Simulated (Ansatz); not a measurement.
MgS: response to strain

The parent structure is MgS in the rock salt structure (space group Fm-3m, No. 225; a = 5.129 Å). Axes: x, y, z lie along the cube axes.

Strains are applied to the cell and any free atomic positions relax.

Computed with LDA (Ansatz, a quantum-chemistry and plane-wave program, PAW, no spin-orbit coupling).

Notes on the quantities. energy relative to the base: free energy F; pressure: mean of the normal stresses, compression positive.

| variant | energy relative to the base | band gap | smallest direct gap | pressure |
|---|---|---|---|---|
| base | 0 meV/atom | 2.65 eV | 3.83 eV | 0.00 GPa |
| tensor shear ε_xy = +0.86 % | +0.9 meV/atom | 2.55 eV | 3.74 eV | 0.00 GPa |
| tensor shear ε_xy = +1.14 % | +1.6 meV/atom | 2.51 eV | 3.71 eV | 0.01 GPa |
| tensor shear ε_xy = +1.43 % | +2.5 meV/atom | 2.47 eV | 3.67 eV | 0.01 GPa |
| tensor shear ε_xy = +2.00 % | +4.8 meV/atom | 2.38 eV | 3.60 eV | 0.03 GPa |
| tensor shear ε_xy = +0.29 % | +0.1 meV/atom | 2.62 eV | 3.80 eV | 0.00 GPa |
| tensor shear ε_xy = +0.57 % | +0.4 meV/atom | 2.59 eV | 3.77 eV | 0.00 GPa |
| tensor shear ε_xy = +1.71 % | +3.5 meV/atom | 2.43 eV | 3.64 eV | 0.02 GPa |

Whether these cells are dynamically stable was not tested.
